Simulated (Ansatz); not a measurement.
Consider PbS in the zinc blende structure (space group F-43m, No. 216; a = 6.5430 Å; a hypothetical phase, not in the database extracts checked). Axes: x, y, z lie along the cube axes.

Now apply this change: tensile biaxial strain of 3.20 % in the plane normal to [110], as in epitaxy on a mismatched substrate; the out-of-plane cell vector and the atoms relax.

Levels (all Ansatz, a program for electronic structure, PAW): PBEsol (420 eV, no SOC); r2SCAN (500 eV, no spin-orbit coupling); HSE06 (420 eV, no spin-orbit coupling).

At the geometry relaxed with PBEsol, these levels gave the following band gaps, in shuffled order: (a) 0.71 eV, (b) 1.04 eV, (c) 0.47 eV.

Problem. Match each gap to its level.

Solution. (a) r2SCAN; (b) HSE06; (c) PBEsol.

A biaxial case was relaxed in a doubled cell and then solved in the primitive one. Single points use the geometry relaxed with PBEsol. HSE06 gaps are upper bounds (no full band path). With Pb present, leaving out spin-orbit coupling can change the band edges. No phonon test of stability was made. Under biaxial strain +3.20 %, plane normal [110], relaxed out of plane the cell ends below the base's energy or with stress of the wrong sign: the atoms slid into a distortion or the cell is elastically unstable, so the base is not a stable minimum at this level.
